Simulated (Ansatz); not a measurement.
We consider InP (model structure, started from the BeO type, P4₂/mnm, No. 136, 8 atoms in the cell), described by LDA in Ansatz (plane waves, PAW).

Run with plane-wave cutoff 520 eV, 6×6×10 k mesh (along the axes of the cell as run), Fermi–Dirac smearing 0.01 eV, scalar-relativistic PAW data made under PBE.

Cell (relaxed at this level):

```
InP
1.0
    7.11029     0.00000     0.00000
    0.00000     7.11029     0.00000
    0.00000     0.00000     4.12703
In P
4 4
Cartesian
  2.28745   4.82284   0.00000
  4.82284   2.28745   0.00000
  5.84259   5.84259   2.06352
  1.26770   1.26770   2.06352
  2.26991   2.26991   0.00000
  4.84038   4.84038   0.00000
  1.28523   5.82506   2.06352
  5.82506   1.28523   2.06352
```

Give the computed band gap and bulk modulus.


- band gap = 0.72 eV (on the SCF k mesh)
- bulk modulus = 64.6 GPa

Note: the bulk modulus is −V dP/dV from two relaxed cells at ±2 % in volume; the relaxation could raise the start's symmetry but not lower it, so the cell can be a saddle point.

Spin–orbit coupling is not included.

Computed values are for the static lattice.

A model structure was made by putting elements into a prototype or built by hand; it is no filed structure, need not be a known phase, and can be a saddle point held by its symmetry.

Ansatz is an electronic-structure program.
